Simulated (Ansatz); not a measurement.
Seebeck coefficient (μV/K, mean over directions) of n-type ZnS (F-43m) against carrier density, HSE06, rigid bands run with Ansatz (an electronic-structure program). Computed gap 3.46 eV; densities at which minority carriers matter at this gap, or further valleys turn the trend, are left out. Conductivity mass 0.21 mₑ (harmonic mean over directions), N_c = 2.4e18 cm⁻³ at 300 K.

```
electron density  300 K  500 K
----------------  -----  -----
1e16 cm⁻³             …   -752
1e17 cm⁻³          -486   -554
1e18 cm⁻³          -291   -357
3e18 cm⁻³          -203      …
1e19 cm⁻³          -119   -172
3e19 cm⁻³           -64   -102
1e20 cm⁻³           -31    -51
3e20 cm⁻³           -16    -28
```

### Question
What belongs in the gaps?

### Answer

- 1e16 cm⁻³, 300 K: -684
- 3e18 cm⁻³, 500 K: -265

Rigid bands with a gap fixed in temperature, one relaxation time for all states, no polarons or phonon drag, and whether or not such doping can be reached. Spin-orbit coupling is left out. Geometry: cell and atoms relaxed with PBEsol.
